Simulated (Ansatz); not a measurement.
Take a 12-atom supercell of CoPtO₂ (space group R-3m, No. 166; non-magnetic) at its relaxed geometry as the base.

```
CELL_PARAMETERS angstrom
      1.42684     0.82379     5.96805
     -4.28052     2.47136     0.00000
      0.00000    -4.94272     0.00000
ATOMIC_POSITIONS crystal
  Pt 0.00000 0.33333 0.66667
  Pt 0.00000 0.66667 0.33333
  Pt 0.00000 0.00000 0.00000
  Co 0.50000 0.83333 0.16667
  Co 0.50000 0.16667 0.83333
  Co 0.50000 0.50000 0.50000
  O  0.33705 0.44568 0.77902
  O  0.33705 0.77902 0.44568
  O  0.33705 0.11235 0.11235
  O  0.66295 0.22098 0.55432
  O  0.66295 0.55432 0.22098
  O  0.66295 0.88765 0.88765
```

Method: PBE in Ansatz (plane waves to 420 eV, PAW, no spin-orbit coupling).

For the base:

The mean distance from the defect site to its nearest host atoms is 1.91 Å and the pressure is 0.0 GPa.

Now apply this change: a neutral Ir on a Co site, atoms relaxed at fixed cell, starting from a slightly rattled geometry.

Tabulated Pauling electronegativity and covalent radius: Co 1.88, 1.26 Å; Ir 2.20, 1.41 Å.

Q: What does the calculation give for the mean distance from the defect site to its nearest host atoms, largest displacement of a host atom from its site in the perfect cell and pressure after the change?

A: The mean distance from the defect site to its nearest host atoms increases by 0.08 Å to 1.99 Å; the largest displacement of a host atom from its site in the perfect cell is 0.08 Å; the pressure goes from zero to 15.7 GPa.

In so small a cell the defect repeats every few ångströms: this is an ordered compound, not a dilute defect. Starting moments died away, wholly or in part, for Ir on a Co site and the base; another magnetic solution may exist. No Hubbard U is applied and the magnetic state is the run's own (Co2IrPt3O6 without a net moment; CoPtO2 not spin-polarised; CoPtO2 non-magnetic); small cells can't hold the antiferromagnetic order that many such compounds have, so gaps and moments can be off. Spin-polarised in the final run: Ir on a Co site; the other runs are not. An odd electron count without spin: CoPtO2. The defect cell is spin-polarised and ends with 0.0 μB.

Ansatz is a quantum-chemistry and plane-wave program.
